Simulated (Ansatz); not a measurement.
A computed series for Y: response to strain

Consider Y in the hcp (Mg type) structure (space group P6_3/mmc, No. 194; a = 3.594 Å, c = 5.610 Å; relaxed with 0.1 eV smearing). Axes: x lies along a and z along c of the hexagonal cell.

Strains are applied to the cell and any free atomic positions relax.

Calculations: PBEsol in Ansatz (plane waves to 420 eV, PAW, no SOC).

Notes on the quantities. energy relative to the base: free energy F; pressure: mean of the normal stresses, compression positive.

| change | energy relative to the base | pressure | shortest interatomic distance |
|---|---|---|---|
| base | 0 meV/atom | 0.0 GPa | 3.489 Å |
| uniaxial strain ε_zz = −2.50 % | +5.2 meV/atom | 1.1 GPa | 3.433 Å |
| uniaxial strain ε_zz = −2.00 % | +3.3 meV/atom | 0.9 GPa | 3.444 Å |
| uniaxial strain ε_zz = −1.50 % | +1.9 meV/atom | 0.7 GPa | 3.455 Å |
| uniaxial strain ε_zz = −1.00 % | +0.8 meV/atom | ___ | ___ |
| uniaxial strain ε_zz = −0.50 % | +0.2 meV/atom | 0.2 GPa | 3.478 Å |
| uniaxial strain ε_zz = +1.00 % | +0.8 meV/atom | -0.4 GPa | 3.512 Å |
| uniaxial strain ε_zz = +2.00 % | +3.1 meV/atom | -0.8 GPa | 3.534 Å |
| uniaxial strain ε_zz = +2.50 % | +4.9 meV/atom | -1.0 GPa | 3.546 Å |
| uniaxial strain ε_zz = +3.00 % | +7.0 meV/atom | -1.2 GPa | 3.557 Å |

Fill in the withheld entries from the trend.


- uniaxial strain ε_zz = −1.00 %, pressure: 0.4 GPa
- uniaxial strain ε_zz = −1.00 %, shortest interatomic distance: 3.467 Å

No phonon test of stability was made. The final runs are not spin-polarised.

Ansatz is a program for electronic structure.
